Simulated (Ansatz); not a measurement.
Results of PBEsol (Ansatz, a program for electronic structure, plane waves, PAW) for NiAs-type NiSb.

Settings: plane-wave cutoff 520 eV, 18×18×12 k mesh (along the axes of the cell as run), Fermi–Dirac smearing 0.071 eV (set by the program), no spin polarisation, scalar-relativistic PAW data made under PBE.

Cell (relaxed at this level):

```cif
data_Ni2Sb2
_chemical_formula_sum 'Ni2 Sb2'
_space_group_name_H-M_alt 'P63/mmc'
_space_group_IT_number 194
_space_group_name_Hall '-P 6c 2c'
_cell_length_a 3.91616
_cell_length_b 3.91616
_cell_length_c 5.07001
_cell_angle_alpha 90.000
_cell_angle_beta 90.000
_cell_angle_gamma 120.000
loop_
_atom_site_label
_atom_site_type_symbol
_atom_site_symmetry_multiplicity
_atom_site_Wyckoff_symbol
_atom_site_fract_x
_atom_site_fract_y
_atom_site_fract_z
_atom_site_occupancy
Ni1 Ni 2 a 0.00000 0.00000 0.00000 1
Sb1 Sb 2 c 0.33333 0.66667 0.25000 1
```

### Question
Give the computed elastic constant C44, elastic constant C13, elastic constant C11, elastic constant C12, elastic constant C33 and elastic constant C66.

### Answer

- elastic constant C44: 69.7 GPa
- elastic constant C13: 90.5 GPa
- elastic constant C11: 197 GPa
- elastic constant C12: 103 GPa
- elastic constant C33: 205 GPa
- elastic constant C66: 46.6 GPa

Elastic constants are with the ions relaxed.

Spin–orbit coupling is not included.

Computed values are for the static lattice.
